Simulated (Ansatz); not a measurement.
The starting structures come from a database of crystals and need not be the phases stable at ambient conditions.

# Evanescent states of ZrS₂ (P-3m1, CdI2 type, not sure to be the ambient phase, 3 atoms a cell, 21.8 Å³ an atom, 3 GPa at this level) along the normal of (111)

Calculation: r2SCAN (plane waves, PAW; Ansatz, an electronic-structure program).

The gap is the functional's own. No spin-orbit coupling. Mid-gap values are interpolated on the energy grid.

Energies count from the valence-band top; κ is the least over a 6×6 mesh across the current.

```
E (eV)  κ (1/Å)  where
------  -------  -----
0.03      0.110      Γ
0.09      0.126      Γ
0.15      0.136      Γ
0.21      0.143      Γ
0.27        ___      Γ
0.33        ___      Γ
0.39        ___      Γ
0.45        ___      Γ
0.51        ___      Γ
0.57        ___      Γ
0.63        ___      Γ
0.69        ___      Γ
0.75      0.125      Γ
0.81      0.108      Γ
0.87      0.085      Γ
0.93      0.049      Γ
```

**Question.** Some entries are withheld; supply them.

**Answer.** 
- 0.27, κ (1/Å): 0.150
- 0.33, κ (1/Å): 0.156
- 0.39, κ (1/Å): 0.161
- 0.45, κ (1/Å): 0.166
- 0.51, κ (1/Å): 0.169
- 0.57, κ (1/Å): 0.161
- 0.63, κ (1/Å): 0.151
- 0.69, κ (1/Å): 0.140
